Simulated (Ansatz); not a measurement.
The starting structures come from a database of crystals and need not be the phases stable at ambient conditions.

Tunnelling through a barrier is set by its complex band structure: the current falls as exp(−2κd) with the smallest κ.

Input:

```yaml
crystal:
  lattice:
    - [5.71891, 0.00000, 0.00000]
    - [-2.43467, 7.27785, 0.00000]
    - [-1.74220, 0.91944, 5.78237]
  atoms:
    - { symbol: Na, position: [0.29750, 0.59640, 0.04850] }
    - { symbol: Na, position: [0.70250, 0.40360, 0.95150] }
    - { symbol: Na, position: [0.67720, 0.38700, 0.44620] }
    - { symbol: Na, position: [0.32280, 0.61300, 0.55380] }
    - { symbol: Na, position: [0.48030, 0.98950, 0.74520] }
    - { symbol: Na, position: [0.51970, 0.01050, 0.25480] }
    - { symbol: Li, position: [0.11400, 0.15520, 0.35990] }
    - { symbol: Li, position: [0.88600, 0.84480, 0.64010] }
    - { symbol: W, position: [0.89860, 0.79670, 0.15960] }
    - { symbol: W, position: [0.10140, 0.20330, 0.84040] }
    - { symbol: O, position: [0.98790, 0.57260, 0.22830] }
    - { symbol: O, position: [0.01210, 0.42740, 0.77170] }
    - { symbol: O, position: [0.15070, 0.92760, 0.94740] }
    - { symbol: O, position: [0.84930, 0.07240, 0.05260] }
    - { symbol: O, position: [0.15510, 0.89320, 0.42140] }
    - { symbol: O, position: [0.84490, 0.10680, 0.57860] }
    - { symbol: O, position: [0.35370, 0.27220, 0.66570] }
    - { symbol: O, position: [0.64630, 0.72780, 0.33430] }
    - { symbol: O, position: [0.64970, 0.72610, 0.87940] }
    - { symbol: O, position: [0.35030, 0.27390, 0.12060] }
```

Space group of this cell: P-1. The cell is taken as given; by r2SCAN its mean pressure is -7.8 GPa.

Transport runs along the normal of the first two printed cell vectors.

The gap is the functional's own, uncorrected, and κ follows it; spin-orbit coupling is left out. Mid-gap values are interpolated between the computed energies.

Q: Predict the band gap and the smallest decay constant κ at mid-gap from r2SCAN run with Ansatz (a quantum-chemistry and plane-wave program).

A: Gap 3.66 eV on a 6×4×6 mesh; κ = 0.424 1/Å, at the zone centre.
